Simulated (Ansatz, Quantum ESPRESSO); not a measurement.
# Code comparison for CuGaSe₂ (I-42d, 8 atoms in the cell)

Self-consistent single point.

```yaml
crystal:
  lattice:
    - [-2.77667, 2.77667, 5.45435]
    - [2.77667, -2.77667, 5.45435]
    - [2.77667, 2.77667, -5.45435]
  atoms:
    - { symbol: Ga, position: [0.50000, 0.50000, 0.00000] }
    - { symbol: Ga, position: [0.25000, 0.75000, 0.50000] }
    - { symbol: Cu, position: [0.00000, 0.00000, 0.00000] }
    - { symbol: Cu, position: [0.75000, 0.25000, 0.50000] }
    - { symbol: Se, position: [0.87500, 0.87500, 0.50000] }
    - { symbol: Se, position: [0.12500, 0.62500, 0.00000] }
    - { symbol: Se, position: [0.37500, 0.37500, 0.50000] }
    - { symbol: Se, position: [0.62500, 0.12500, 0.00000] }
```

Shared settings, as Ansatz (an electronic-structure program) writes them: kpoints.mp_grid.grid = 4 4 4; scf.occupations.method = fermi_dirac; scf.occupations.width = 0.0007 Ry. Potentials and cutoffs stand in the table.

```json
[
 {"code": "Quantum ESPRESSO", "model": "PBE, PSlibrary PAW (PBE) pseudopotentials", "pressure (GPa)": "5.71", "largest force (eV/Å)": "0.410", "gap on the mesh (eV)": "0.385", "cutoff": "70 Ry"},
 {"code": "Ansatz", "model": "PBE, default PAW files", "pressure (GPa)": "5.48", "largest force (eV/Å)": "0.421", "gap on the mesh (eV)": "0.384", "cutoff": "default"}
]
```

Gaps are read on the mesh.

The spread over the programs that give each value: pressure within 0.23 GPa; largest force within 0.011 eV/Å; gap on the mesh within 0.001 eV.

Ansatz's pressure is given at a fixed set of plane waves, as the other plane-wave codes print theirs; with its correction for the finite basis it is 5.53 GPa.

On the base mesh (3 3 3) the same programs gave: Ansatz pressure 5.47 GPa, gap on the mesh 0.380 eV; Quantum ESPRESSO pressure 5.69 GPa, gap on the mesh 0.381 eV.

The starting cell has typed, rounded lattice constants, without a prior relaxation at this level. Its lattice was rescaled by a random factor within 2.5 % of one.

Left out of this page: CP2K (on another mesh); SIESTA (unsound by tests on forces, stress, charge or solver warnings).

Keys are those of Ansatz 0.2.
